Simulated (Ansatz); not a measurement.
The starting structures come from a database of crystals and need not be the phases stable at ambient conditions.

Tunnelling through a barrier is set by its complex band structure: the current falls as exp(−2κd) with the smallest κ.

Here is the system:

```
CELL_PARAMETERS angstrom
      3.68318     0.00000     0.00000
     -1.84159     3.18973     0.00000
      1.84159     1.06324     3.00730
ATOMIC_POSITIONS crystal
  Mg 0.00000 0.00000 0.00000
  S  0.00000 0.50000 0.50000
```

The cell is taken as given; by PBEsol it stands under a pressure of -1.2 GPa.

Transport runs along the normal of the first two printed cell vectors, the (111) plane of the conventional cell.

The gap is the functional's own. No spin-orbit coupling. Mid-gap values are those at the computed energy nearest the middle.

Q: State the band gap and the smallest decay constant κ at mid-gap according to PBEsol run with Ansatz (an electronic-structure program).

A: Gap 2.70 eV on a 12×12×12 mesh; κ = 0.202 1/Å, at the zone centre.
